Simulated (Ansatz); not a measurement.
Consider this model of amorphous Bi$_{20}$Te$_{30}$.

```
Bi2Te3
1.0
   12.40410     0.10059    -0.51063
    0.10059    11.72901    -0.61723
   -0.51063    -0.61723    11.62198
Bi Te
20 30
Direct
  0.82085   0.30789   0.60104
  0.40644   0.37547   0.29943
  0.04009   0.17008   0.20932
  0.27675   0.70002   0.39819
  0.92969   0.80328   0.48657
  0.86490   0.97066   0.72314
  0.24671   0.32624   0.97036
  0.80570   0.41058   0.06493
  0.58264   0.75055   0.69607
  0.48851   0.54469   0.01798
  0.48276   0.07269   0.82838
  0.22039   0.88092   0.08571
  0.95308   0.64507   0.77931
  0.90713   0.86445   0.11420
  0.93507   0.44342   0.43138
  0.33673   0.36599   0.63885
  0.56855   0.07785   0.21508
  0.17111   0.88696   0.73313
  0.65775   0.73976   0.32635
  0.30408   0.07670   0.41806
  0.28251   0.13646   0.15797
  0.49888   0.26850   0.02767
  0.10183   0.90122   0.32519
  0.52957   0.19639   0.45335
  0.28306   0.54926   0.16317
  0.81015   0.26533   0.26906
  0.76291   0.62719   0.55792
  0.25273   0.14666   0.75636
  0.04241   0.00811   0.95975
  0.35487   0.89177   0.58523
  0.06225   0.67245   0.01696
  0.04422   0.39478   0.11880
  0.71085   0.02812   0.99512
  0.97410   0.11820   0.57983
  0.65534   0.51240   0.83460
  0.75866   0.74091   0.90074
  0.96383   0.39527   0.80340
  0.27659   0.52767   0.83007
  0.64224   0.96109   0.60225
  0.42877   0.88630   0.28447
  0.57434   0.78046   0.07860
  0.60853   0.48265   0.24456
  0.14822   0.31146   0.42180
  0.81187   0.19916   0.88860
  0.36530   0.83624   0.88566
  0.11459   0.64580   0.57565
  0.86843   0.64041   0.24316
  0.77138   0.97155   0.33079
  0.55673   0.29089   0.72653
  0.44716   0.54515   0.51355
```

Computed with PBE-D3(BJ), scalar-relativistic without spin-orbit coupling, PAW (Ansatz default set, large-core Te) (plane waves to 420 eV; Ansatz, a program for electronic structure). Neutral PBE cell, which sets geometry, pressure and energy: sampling: a 2×2×2 Γ-centred mesh; Fermi-Dirac width 0.05 eV; no spin polarisation.

The cell was made by melting and quenching with the CHGNet potential and then relaxed with DFT. The hot cell started wider than the set density and was brought back towards it in steps. It is the lowest in DFT energy of 3 quenches. It is a model cell: composition and starting density were chosen by hand, and all elements were melted together. The geometry includes D3(BJ) dispersion. Its density started from a set value of 7.84 and ended at 7.90 g/cm³. The quench (nominally 53 K/ps over its main leg) was far faster than any real one, so the model tends to hold more defects than a real film. Values belong to this one cell and scatter from quench to quench. Volume and shape were free in the relaxation.

Problem. Give the pressure, the energy against reference phases and the spacing of the highest filled and lowest empty levels.

Solution. 
Pressure on a 2×2×2 Γ-centred mesh: 2.1 kbar
Largest force and stress component on that mesh (the relaxation ran on one k-point at (1/4, 1/4, 1/4)): 0.29 eV/Å and 0.5 GPa
Energy relative to Bi2Te3 (R-3m) (lowest mix at this level among the phases computed, not always the ambient ones): 185 meV/atom
Gap on a 2×2×2 Γ-centred mesh (PBE): within the smearing (under twice its width)

The levels at the Fermi energy are partly filled. A closed spacing in one fast-quenched cell at PBE doesn't show the material to be a metal.

Neighbours within Bi-Bi 3.55 Å, Bi-Te 3.54 Å, Te-Te 3.31 Å count as bonded.
